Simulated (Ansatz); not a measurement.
Seebeck coefficient (μV/K, mean over directions) of p-type MoS2 (P6_3/mmc) against carrier density, PBEsol+D3BJ with spin-orbit coupling, rigid bands (Ansatz, a quantum-chemistry and plane-wave program). Computed gap 0.52 eV; densities at which minority carriers matter at this gap, or further valleys turn the trend, are left out. Conductivity mass 0.63 mₑ (harmonic mean over directions), N_v = 1.4e19 cm⁻³ at 300 K.

```json
[
 {"hole density": "3e18 cm⁻³", "300 K": "347", "500 K": "?"},
 {"hole density": "1e19 cm⁻³", "300 K": "247", "500 K": "?"},
 {"hole density": "3e19 cm⁻³", "300 K": "163", "500 K": "?"},
 {"hole density": "1e20 cm⁻³", "300 K": "89", "500 K": "135"},
 {"hole density": "3e20 cm⁻³", "300 K": "46", "500 K": "74"},
 {"hole density": "1e21 cm⁻³", "300 K": "22", "500 K": "36"}
]
```

Question: Complete the blanks.

Answer: 
- 3e18 cm⁻³, 500 K: 413
- 1e19 cm⁻³, 500 K: 312
- 3e19 cm⁻³, 500 K: 222

Rigid bands with a gap fixed in temperature, one relaxation time for all states, no polarons or phonon drag, and whether or not such doping can be reached. Geometry: cell and atoms relaxed with PBEsol+D3(BJ).

PBEsol with a dispersion correction tends to overbind, so the cell can be several per cent short, in bad cases over ten, which usually narrows a gap: MoS2 (P6_3/mmc).
